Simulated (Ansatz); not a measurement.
Where the default PAW files enter, the runs use the earlier of Ansatz's two default sets.

```
BN
1.0
    2.56397     0.00000     0.00000
   -1.28198     2.22046     0.00000
    1.28198    -0.74015     2.09347
B N
1 1
Direct
  0.00000   0.00000   0.00000
  0.75000   0.25000   0.75000
```

Space group of this cell: F-43m, zinc blende. The cell is taken as given; by r2SCAN its mean pressure is -5.4 GPa.

Level of theory: r2SCAN (plane waves, PAW; Ansatz, a first-principles code).

The current runs along the normal of the first two printed vectors; no spin-orbit coupling. Scaled by the factor s: the length along the current (ions clamped). Meshes 14×14×14 and 18×18 across the current in all rows.

| s | mean pressure (GPa) | slowest mid-gap decay constant κ (1/Å) |
|---|---|---|
| 0.97 | 7.0 | ? |
| 1.00 | -5.4 | 0.339 |
| 1.03 | -15.4 | 0.311 |

Take the slope of the slowest mid-gap decay constant κ against ln s from the two given rows, extrapolate to s = 0.97, and say what the run there gives.

Slope = (0.311 − 0.339) / ln 1.03 = -0.947 1/Å. The line gives 0.339 + (-0.947) × ln 0.97 = 0.368 1/Å. The run gives 0.373 1/Å, 0.005 1/Å over the line, 18 % of the predicted step.
